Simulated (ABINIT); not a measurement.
ABINIT run on ScIr3 (Pm-3m, 4 atoms in the cell): self-consistent single point.

Computed with LDA (PW92), norm-conserving pseudopotentials (PseudoDojo nc-sr-04 LDA standard) (plane waves; ABINIT).

The change in words: lattice scaled by 0.98. Reference geometry:
```
ScIr3
1.0
    3.84833     0.00000     0.00000
    0.00000     3.84833     0.00000
    0.00000     0.00000     3.84833
Sc Ir
1 3
Cartesian
  0.00000   0.00000   0.00000
  0.00000   1.92417   1.92417
  1.92417   0.00000   1.92417
  1.92417   1.92417   0.00000
```

Reference input (self-consistent single point, DFT, LDA (PW92), plane waves, norm-conserving pseudopotentials (PseudoDojo nc-sr-04 LDA standard)): pseudos = [Sc.upf, Ir.upf]; ecut = 1061 eV; ixc = 7; occopt = 3; tsmear = 0.00499791 Ha; ngkpt = 6 6 6; nshiftk = 1; shiftk = 0 0 0; potentials = PseudoDojo nc-sr-04 LDA standard; nband = 40; kptopt = 1; nstep = 100. This run's input differs from it in these lines:

```diff
@@ -3,3 +3,3 @@
 pseudos "Sc.upf, Ir.upf"
-acell 3.8483310000 3.8483310000 3.8483310000 Angstrom
+acell 3.7713640000 3.7713640000 3.7713640000 Angstrom
 rprim
```

The program printed (abridged):

```
--- !BeginCycle
solver: {iscf: 7, nstep: 100, nline: 4, wfoptalg: 0, }
tolerances: {tolvrs: 1.00E-11, }
...

     iter   Etot(hartree)      deltaE(h)  residm     vres2
 ETOT  1  -393.06945936875    -3.931E+02 3.412E-01 3.272E+02
 ETOT  2  -393.23362244288    -1.642E-01 9.507E-02 6.828E+02
 ETOT  3  -393.33227503789    -9.865E-02 7.438E-02 6.444E+00
 ETOT  4  -393.33348657419    -1.212E-03 4.618E-03 2.313E-01
 ETOT  5  -393.33351272655    -2.615E-05 2.743E-03 1.293E-02
 ETOT  6  -393.33351458551    -1.859E-06 2.109E-03 1.381E-05
 ETOT  7  -393.33351458932    -3.817E-09 2.975E-03 2.513E-06
 ETOT  8  -393.33351458966    -3.372E-10 1.660E-03 1.635E-08
 ETOT  9  -393.33351458967    -5.741E-12 1.824E-03 1.169E-10
 ETOT 10  -393.33351458965     1.421E-11 8.363E-04 1.262E-12
 At SCF step   10       vres2   =  1.26E-12 < tolvrs=  1.00E-11 =>converged.

 Cartesian components of stress tensor (hartree/bohr^3)
  sigma(1 1)= -9.08935898E-04  sigma(3 2)=  0.00000000E+00
  sigma(2 2)= -9.08935898E-04  sigma(3 1)=  0.00000000E+00
  sigma(3 3)= -9.08935898E-04  sigma(2 1)=  0.00000000E+00

 ----iterations are completed or convergence reached----

 reduced coordinates (array xred) for    4 atoms
       0.000000000000      0.000000000000      0.000000000000
       0.000000000000      0.500000000000      0.500000000000
       0.500000000000      0.000000000000      0.500000000000
       0.500000000000      0.500000000000      0.000000000000
 cartesian forces (eV/Angstrom) at end:
    1     -0.00000000000000    -0.00000000000000    -0.00000000000000
   [... lines left out ...]
 Fermi (or HOMO) energy (eV) =  17.02453   Average Vxc (eV)= -15.04110
   [... lines left out ...]
total_energy        : -3.93333514589651E+02
total_energy_eV     : -1.07031492505019E+04
band_energy         : -2.72200891975214E+01
...

-Cartesian components of stress tensor (GPa)         [Pressure=  2.6742E+01 GPa]
- sigma(1 1)= -2.67418129E+01  sigma(3 2)=  0.00000000E+00
- sigma(2 2)= -2.67418129E+01  sigma(3 1)=  0.00000000E+00
- sigma(3 3)= -2.67418129E+01  sigma(2 1)=  0.00000000E+00

 Calculation completed.
```

The run converged in 10 iterations. Against the reference run the free energy goes up by 80.1 meV/atom and the pressure goes from 5.05 to 26.74 GPa.

The starting cell comes from a database of computed structures (which also holds hypothetical and non-ambient phases and stackings), without a prior relaxation at this level. Its lattice was rescaled by a random factor within 2.5 % of one. For this run, on top of that: lattice scaled by 0.98. Spin polarisation is off. With a pressure of about 27 GPa the cell is away from its equilibrium volume at this level.

Cost on one core of a shared machine: roughly 80 s.
